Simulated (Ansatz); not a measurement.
TaH₂ (Fm-3m), PBEsol, DFPT electron-phonon coupling, linearised Boltzmann equation run with Ansatz (an electronic-structure program): phonon-limited resistivity 18.1 μΩ·cm at 300 K, current-weighted mean free path 4.7 nm, Drude plasma energy 6.46 eV.

### Question
Estimate the resistivity of a 20 nm square wire with diffuse walls from ρ ≈ ρ₀(1 + 3ℓ/4d).

### Answer
1 + 0.75 × 4.7/20 = 1.18, so ρ ≈ 21.3 μΩ·cm and a line 1 μm long has 532 Ω. The formula is the free-electron limit for d well above ℓ; grain boundaries add to it.

### Question
What Drude relaxation time do resistivity and plasma energy imply?

### Answer
ω_p = 9.81e15 s⁻¹, so τ = 1/(ε₀ ω_p² ρ) = 6.48 fs, a damping ħ/τ of 102 meV.

### Question
What is the classical skin depth at 10 GHz (nonmagnetic, μ₀ = 1.257×10⁻⁶ H/m)?

### Answer
δ = √(ρ/(π f μ₀)) = 2140 nm.

A metal at this level (no band gap). Only scattering by harmonic phonons is included (no impurities, grain boundaries, electron-electron scattering or thermal expansion). Spin-orbit coupling is left out, which matters with elements this heavy. Halving the electron mesh (32x32x32) moves the resistivity by up to 3 % at 300 K, the mean free path by up to 3 %. Smearing 0.20 eV; phonons on a 5x5x5 q mesh, which this run doesn't test.

Computed structure with no diffraction record at hand here (it may be known, metastable or hypothetical): TaH2 (Fm-3m).
